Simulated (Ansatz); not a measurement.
Candidate structures of CaTiO3, relaxed level by level: CaTiO3 (Cmcm, No. 63, 20 atoms in the cell; start mp-1205364; a measured phase of this formula has another space group); CaTiO3 (I4/mcm, No. 140, 10 atoms in the cell; start COD 1567489; high-temperature phase); CaTiO3 (Imma, No. 74, 10 atoms in the cell; start mp-556003; a measured phase of this formula has another space group); CaTiO3 (Pnma, No. 62). Levels: PBEsol in Ansatz (PAW).

Question: Rank the structures in energy at 0 K, level by level.

Answer: Lowest: PBEsol, CaTiO3 (Pnma, No. 62). Energies above the lowest of these candidates, meV/atom:

| structure | PBEsol |
|---|---|
| CaTiO3 (Pnma, No. 62) | 0 |
| CaTiO3 (Imma, No. 74, 10 atoms in the cell; start mp-556003; a measured phase of this formula has another space group) | 12 |
| CaTiO3 (Cmcm, No. 63, 20 atoms in the cell; start mp-1205364; a measured phase of this formula has another space group) | 13 |
| CaTiO3 (I4/mcm, No. 140, 10 atoms in the cell; start COD 1567489; high-temperature phase) | 19 |

Static-lattice energies; unlike cells have unlike k meshes, which leaves some meV/atom of uncertainty, and other structures than these can lie lower.

Note: the relaxation could not lower the start's symmetry, so the cell can be a saddle point above a distorted one.

A start named mp-… is a Materials Project structure, which need not be a measured phase.

Ansatz is a program for electronic structure.
